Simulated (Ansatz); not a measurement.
**A computed series for hypothetical fluorite ZrSe2: pressure series**

The reference is ZrSe$_{2}$ in the fluorite structure (space group Fm-3m, No. 225; a = 6.597 Å; a hypothetical phase, not in the database extracts checked).

Cell and atoms are relaxed at each pressure.

Method: PBE (Ansatz, a program for electronic structure), no spin-orbit coupling, earlier PAW set.

```
P (GPa)  V (Å³/atom)
-------  -----------
-2.02         24.538
-0.99         24.213
3.01          23.136
6.99          22.264
15.00         20.888
30.00         19.075
50.00         17.445
75.00         15.997
100.01        14.937
```

Problem. Fit a third-order Birch–Murnaghan equation of state.

Solution. Least squares on P(V) = (3B₀/2)[(V₀/V)^(7/3) − (V₀/V)^(5/3)]·[1 + (3/4)(B₀′ − 4)((V₀/V)^(2/3) − 1)] gives V₀ = 23.91 Å³/atom, B₀ = 86 GPa and B₀′ = 3.8.

Load acts through the strain it causes; cell and atoms are relaxed under it. Stability against distortions was not tested. No other phases were tried under pressure. All final runs are without spin polarisation. ZrSe2 has a high density of states at the Fermi level and may be magnetic at this level.
